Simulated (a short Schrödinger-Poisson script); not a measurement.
Stack: MOS inversion layer, SiO2 on p-type Si(100), at 300 K.

| layer | material | thickness (nm) | Na (cm⁻³) |
|---|---|---|---|
| 1 | SiO2 | 3 | - |
| 2 | Si | 940 | 2.1e17 |

The device is made up for the run: typed textbook-type constants, with dimensions and the other settings drawn at random. SiO2: permittivity 3.9, conduction-band edge (eV) 3.15, gap (eV) 9, electron mass (mₑ) 0.5. Si: permittivity 11.7, conduction-band edge (eV) 0, gap (eV) 1.124, Nv at 300 K (cm⁻³) 3.1e19.

Channel valleys (confinement mass, in-plane density-of-states mass, number): Δ2 0.916, 0.19, 2; Δ4 0.19, 0.417, 4. At the gate the conduction-band edge of layer 1 lies 3.57 eV − eVg above the Fermi level of the channel; the field vanishes at the back. Gaps are held at their typed values at every temperature. Mesh 0.03 nm at interfaces.

Solved with a short Schrödinger-Poisson script written for these runs: 1D Poisson equation in equilibrium, electrons classical, Boltzmann, parabolic valleys, classical holes, full ionisation, no traps, pinning or gate leakage.

The same stack at other levels of the model or other numerical settings:

| run | sheet density of all electrons at Vg = 2.1 V (cm⁻²) | sheet density of all electrons at Vg = 0.9 V (cm⁻²) | capacitance at Vg = 2.1 V (μF/cm²) | centroid of the channel electrons at Vg = 2.1 V (nm) | rough cost against the base |
|---|---|---|---|---|---|
| base | 9.94e12 | 1.84e12 | 1.11 | 0.49 | about 1 |
| electrons treated as classical, Fermi-Dirac | 9.67e12 | 1.81e12 | 1.07 | ___ | 6 |
| electrons treated as quantum, Hartree | 8.81e12 | 1.44e12 | 1.02 | ___ | 40 |
| mesh six times as coarse | 9.82e12 | 1.81e12 | 1.10 | ___ | about 1 |

Question: Complete the blanks.

Answer: 
- electrons treated as quantum, Hartree, centroid of the channel electrons at Vg = 2.1 V (nm): 1.52
- mesh six times as coarse, centroid of the channel electrons at Vg = 2.1 V (nm): 0.59
- electrons treated as classical, Fermi-Dirac, centroid of the channel electrons at Vg = 2.1 V (nm): 0.68

The classical rows ignore confinement, and Boltzmann statistics overrate the density once the band edge passes the Fermi level.
